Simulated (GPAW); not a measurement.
GPAW run on ZnS (F-43m, 2 atoms in the cell): self-consistent single point.

Method: PBE+U, GPAW PAW datasets PBE (gpaw-data 1.0.1) (plane waves; GPAW).

```yaml
crystal:
  lattice:
    - [0.00000, 2.69018, 2.69018]
    - [2.69018, 0.00000, 2.69018]
    - [2.69018, 2.69018, 0.00000]
  atoms:
    - { symbol: Zn, position: [0.00000, 0.00000, 0.00000] }
    - { symbol: S, position: [0.25000, 0.25000, 0.25000] }
```

Reference input (self-consistent single point, DFT PBE, plane waves, GPAW PAW datasets PBE (gpaw-data 1.0.1)): mode = pw; ecut = 800 eV; xc = PBE; kpts = 11 11 11; mesh shift (steps) = 0 0 0; occupations.name = fermi-dirac; occupations.width = 0.01 eV; nbands = -6; convergence.density = 1e-05 e/electron; convergence.energy = 1e-05 eV/electron; convergence.bands = -4; symmetry.symmorphic = false. This run's input differs from it in these lines:

```diff
@@ -14,2 +14,3 @@
             xc='PBE',
+            setups={'Zn': ':d,6.0'},
             kpts=(11, 11, 11),
```

Output (repeated stretches shortened):

```
     iter     time        total  log10-change:
                         energy   eigst   dens
iter:   1 --:--:--    -7.302618   +0.88
iter:   2 --:--:--    -7.291791   +0.28  -1.16
iter:   3 --:--:--    -7.090239   -0.37  -1.20
iter:   4 --:--:--    -7.101225   -0.81  -1.53
iter:   5 --:--:--    -7.128316   -1.68  -1.68
   [... 5 lines left out ...]
iter:  11 --:--:--    -7.103320   -4.12  -3.07
iter:  12 --:--:--    -7.103743   -4.25  -3.10
iter:  13 --:--:--    -7.103353   -4.51  -3.26
iter:  14 --:--:--    -7.103284   -4.77  -3.62
iter:  15 --:--:--    -7.103306c  -5.82  -4.04
iter:  16 --:--:--    -7.103283c  -5.20  -3.89
iter:  17 --:--:--    -7.103283c  -7.09  -4.29
iter:  18 --:--:--    -7.103283c  -6.89  -4.39
iter:  19 --:--:--    -7.103282c  -6.78  -4.51
iter:  20 --:--:--    -7.103282c  -7.97c -4.58
iter:  21 --:--:--    -7.103283c  -7.55c -4.70
iter:  22 --:--:--    -7.103282c  -7.24  -4.81
iter:  23 --:--:--    -7.103282c  -8.58c -5.22c
Converged after 23 iterations.

Dipole moment: (-2.987780, -2.987780, -2.987780) |e|*Ang

Energy contributions relative to reference atoms: (reference = -59718.946550)

Kinetic:        +20.007893
Potential:      -16.966441
External:        +0.000000
XC:             -10.265683
Entropy (-ST):   -0.000000
Local:           +0.120949
SIC:             +0.000000
--------------------------
Free energy:     -7.103282
Extrapolated:    -7.103282

Showing only first 2 kpts
 Kpt  Band  Eigenvalues  Occupancy
  0     7      3.63100    2.00000
  0     8      3.63100    2.00000
  0     9      6.12464    0.00000
  0    10     10.33073    0.00000

  1     7      3.41637    2.00000
  1     8      3.41637    2.00000
  1     9      6.83543    0.00000
  1    10      9.91291    0.00000

Fermi level: 4.32233

Gap: 2.494 eV
Transition (v -> c):
  (s=0, k=0, n=8, [0.00, 0.00, 0.00]) -> (s=0, k=0, n=9, [0.00, 0.00, 0.00])
No difference between direct/indirect transitions
Energy (eV): -7.103282

Forces in eV/Ang:
  0 Zn   -0.00000    0.00000    0.00000
  1 S     0.00000   -0.00000   -0.00000

Stress tensor:
    -0.015651     0.000000     0.000000
     0.000000    -0.015651     0.000000
     0.000000     0.000000    -0.015651
Stress (GPa, Voigt): [-2.5075 -2.5075 -2.5075  0.      0.      0.    ]
```

The run converged in 23 iterations. GPAW prints stress with tension positive. Against the reference run the pressure goes from 2.71 to 2.51 GPa and the gap on the mesh goes from 2.159 to 2.494 eV.

The starting cell comes from a database of computed structures (which also holds hypothetical and non-ambient phases and stackings), without a prior relaxation at this level. Its lattice was rescaled by a random factor within 2.5 % of one. Spin polarisation is off. The U value is a test value.
